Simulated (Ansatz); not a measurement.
A hypothetical phase is included: elements placed on a structure type, which no database files for this compound.

By PBEsol, the system below comes out a metal.

Without scattering a metal conducts by its projected Fermi surface.

```xyz
2
Lattice="4.0772 0.0000 0.0000 0.0000 5.7660 0.0000 2.0386 2.8830 2.0386" Properties=species:S:1:pos:R:3 pbc="T T T"
W      2.0386     4.3245     0.0000
W      2.0386     5.7660     2.0386
```

The cell was relaxed by PBE-D3(BJ); by PBEsol it stands under a pressure of -0.7 GPa.

The current flows along the normal of the first two printed cell vectors, the (110) plane of the conventional cell. No spin-orbit coupling; the value is a mean over 0.1 eV about the Fermi level.

Question: Compute, with Ansatz (a quantum-chemistry and plane-wave program) with PBEsol, the ballistic conductance per area.

Answer: 1.2 × 10¹⁵ S/m² for both spins.
